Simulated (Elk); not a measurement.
A self-consistent single point of Er (P-3m1, 2 atoms in the cell) with Elk.

Level of theory: Elk with PBEsol, all-electron FP-LAPW, Elk's shipped species files, APW+lo basis with extra local orbitals.

```
Er
1.0
    1.77110    -3.06764     0.00000
    1.77110     3.06764     0.00000
    0.00000     0.00000     5.56205
Er
2
Cartesian
  1.77110   1.02255   1.44051
  1.77110  -1.02255   4.17154
```
Moments meant for the start (each program seeds them in its own way; μB, in the order of the atoms Er Er): 3.0 3.0.

Reference input (self-consistent single point, DFT, PBEsol, all-electron FP-LAPW, Elk's shipped species files, APW+lo basis with extra local orbitals): xctype = 22; spinpol = true; rgkmax = 7.5; swidth = 0.00367493 Ha; ngridk = 4 4 2; reducebf = 0.7; gmaxvr = 16 1/bohr; nxlo = 2; lorbcnd = true; lmaxi = 2; nempty = 12 per atom; maxscl = 100. This run's input differs from it in these lines:

```diff
@@ -17,2 +17,5 @@
   16.0
+
+lmaxapw
+  6
```

Log, with long lists cut:

```
│ Self-consistent loop started │
│ Loop number : 1 │
 total energy                :     -25665.0495356
 total moment                :    14.75889291
│ Loop number : 2 │
 total energy                :     -25693.3700541
 total moment                :    14.52955495
RMS change in Kohn-Sham potential (target) :    4.659113845     (  0.1000000000E-05)
Absolute change in total energy (target)   :    28.32051846     (  0.1000000000E-03)
│ Loop number : 3 │
 total energy                :     -25705.7964412
 total moment                :    14.27515858
RMS change in Kohn-Sham potential (target) :    4.540565677     (  0.1000000000E-05)
   [... lines left out ...]
│ Loop number : 98 │
 total energy                :     -26191.2531155
 total moment                :    4.601123990
RMS change in Kohn-Sham potential (target) :   0.1646136213E-05 (  0.1000000000E-05)
Absolute change in total energy (target)   :   0.1289493594E-03 (  0.1000000000E-03)
│ Loop number : 99 │
 total energy                :     -26191.2531336
 total moment                :    4.601102545
RMS change in Kohn-Sham potential (target) :   0.1633343082E-05 (  0.1000000000E-05)
Absolute change in total energy (target)   :   0.1420866829E-04 (  0.1000000000E-03)
│ Loop number : 100 │
Reached self-consistent loops maximum

Energies :
 Fermi                       :     0.226780394735
 xc effective B-field        :    -0.169669295792
 external B-field            :      0.00000000000
 total energy                :     -26191.2531821
 (external B-field energy excluded from total)

Density of states at Fermi energy :    640.9283919
 (states/Hartree/unit cell)

   [... lines left out ...]
Estimated indirect band gap :   0.2274848091E-03
   [... lines left out ...]
Estimated direct band gap   :   0.3300903285E-03
 at k-point      5

Charges :
 core                        :    92.00000000
 valence                     :    44.00000000
 interstitial                :    3.374746560
 muffin-tins (core leakage)
  species :    1 (Er)
   atom    1                 :    66.31262672     (  0.2322143281E-05)
   atom    2                 :    66.31262672     (  0.2322143281E-05)
 total in muffin-tins        :    132.6252534
 total calculated charge     :    135.9965544
 total charge                :    136.0000000
 error                       :   0.3445648930E-02

Moments :
 interstitial                :  -0.1034794520
 muffin-tins
  species :    1 (Er)
   atom    1                 :    2.352301366
   atom    2                 :    2.352301366
 total in muffin-tins        :    4.704602732
 total moment                :    4.601123280

│ Self-consistent loop stopped │
```

The run ended unconverged after 100 iterations. 

The starting cell has typed, rounded lattice constants, without a prior relaxation at this level. Its lattice was rescaled by up to half a per cent. One atom was moved a little off its site on purpose. Spin-orbit coupling is off. Values depend on the basis (sphere radii, cutoffs, local orbitals), which need not be converged.

Cost on one core of a shared machine: roughly 90 s.
